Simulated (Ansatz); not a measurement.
Data:

```
CELL_PARAMETERS angstrom
      3.23568     0.00000     0.00000
     -1.61784     2.80218     0.00000
      0.00000     0.00000     5.17693
ATOMIC_POSITIONS crystal
  Zr 0.33333 0.66667 0.25000
  Zr 0.66667 0.33333 0.75000
```

All values below come from PBEsol, DFPT electron-phonon coupling, linearised Boltzmann equation (plane waves, PAW, scalar-relativistic; Ansatz, a quantum-chemistry and plane-wave program). Condition of this run: hydrostatic pressure -4 GPa (the target of the relaxation). Cell: relaxed with this functional, without spin-orbit coupling, then loaded as said.

Question: Predict the intrinsic resistivity at 300 K.

Answer: 55 (x), 55 (y), 46 (z) μΩ·cm.

Question: And the electrons' mean free path at that temperature?

Answer: 3.3 (x), 3.3 (y), 2.9 (z) nm, weighted by the current that each state carries. Wires not much wider than this gain resistivity from their walls.

A metal at this level (no band gap). Only scattering by harmonic phonons is included (no impurities, grain boundaries, electron-electron scattering or thermal expansion). Spin-orbit coupling is left out. Halving the electron mesh (32x32x16) moves the resistivity by up to 4 % at 300 K, the mean free path by up to 5 %. Smearing 0.20 eV; phonons on a 5x5x3 q mesh, which this run doesn't test.
